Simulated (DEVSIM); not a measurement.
Structure: Schottky contact on n-type GaN, at 300 K.

Layer 1 from the left is GaN, thickness (μm) 5.60, Nd (cm⁻³) 3.8e17, τn (s) 4.3e-8, τp (s) 4.3e-8.

Left contact: Schottky, work function 5.29 eV, emission velocity 6.6e6 cm/s. Right contact: ohmic. Voltage is applied to the left contact. Recombination: SRH at mid-gap, radiative. Mobility is constant in doping.

The device is made up for the run: typed textbook-type constants, with dimensions and the other settings drawn at random. Values at 300 K.

GaN: gap (eV) 3.43, affinity (eV) 4.1, permittivity 9.5, Nc (cm⁻³) 2.3e18, Nv (cm⁻³) 4.6e19, μn (cm²/Vs) 1200, μp (cm²/Vs) 100, B (cm³/s) 1e-11.

Model (solved in DEVSIM): 1D drift-diffusion, Boltzmann statistics, complete ionisation; no tunnelling, impact ionisation, image-force lowering or self-heating. Metal contacts follow the ideal Schottky-Mott rule: no Fermi-level pinning, no interface dipoles.

Dark forward current:

| |V| (V) | |J| (A/cm²) |
|---|---|
| 0.05 | 1.448e-13 |
| 0.10 | 1.146e-12 |
| 0.15 | 8.072e-12 |
| 0.20 | 5.596e-11 |
| 0.25 | 3.871e-10 |
| 0.30 | 2.677e-9 |
| 0.35 | 1.851e-8 |
| 0.40 | 1.280e-7 |
| 0.45 | 8.846e-7 |
| 0.50 | 6.115e-6 |
| 0.55 | 4.227e-5 |
| 0.60 | 0.0002921 |
| 0.65 | 0.002018 |
| 0.70 | 0.01394 |
| 0.75 | 0.09630 |
| 0.80 | 0.6647 |
| 0.85 | 4.581 |
| 0.90 | 31.33 |
| 0.95 | 204.8 |
| 1.00 | 1084 |
| 1.05 | 3565 |

Question: Work out the local ideality factor n = ΔV / (kT/q · ln(J2/J1)) between the rows 0.15 and 0.20 V, 1.00 and 1.05 V.

Answer: kT/q = 25.85 mV. From 0.15 to 0.20 V: ln(5.596e-11/8.072e-12) = 1.936, n = 1.00, near the 1 of diffusion or emission over a barrier. From 1.00 to 1.05 V: ln(3565/1084) = 1.191, n = 1.62; the layers' resistance at their doping, Σ W/(qμN) = 7.7e-6 Ω cm², would take 19 mV of this step of 50 mV.

Question: Estimate the current at 0.55 V for emission alone, J0 = q v N_band exp(−φB/kT), and read the barrier back from the simulated current.

Answer: φB = 1.190 eV, N_band = 2.30e18 cm⁻³, J0 = 2.47e-14 A/cm²; J = J0 (exp(qV/kT) − 1) = 4.30e-5 A/cm². The simulation gives 4.23e-5 A/cm²; the estimate lies 1.8 % above. Read backwards, the simulated current gives an apparent barrier of 1.190 eV. The estimate leaves out transport through the depletion region and minority injection.
